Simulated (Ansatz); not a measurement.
The reference is LiNbO₂ (space group P6_3/mmc, No. 194; a = 2.892 Å, c = 10.393 Å).

Calculations: Ansatz (a quantum-chemistry and plane-wave program) PBEsol, no spin-orbit coupling.

Base values:

* **Gap character**: direct at Γ

The change: hole doping at 7.0×10^21 cm⁻³ (0.527 per cell), with a uniform compensating background at fixed cell and a 300 K Fermi–Dirac width.

Question: How does this affect the Fermi level from band edge, largest internal atomic displacement and gap character?

Answer: The Fermi level relative to the doped band's edge (positive inside the band; to 0.05 eV) amounts to +0.95 eV; the largest internal atomic displacement amounts to 0.034 Å; the gap character stays direct at Γ.

Carriers are added with a uniform compensating background; total energy and stress of such cells depend on the potential's zero and are not compared; many-body gap narrowing is missing at this level. Stability against distortions was not tested.
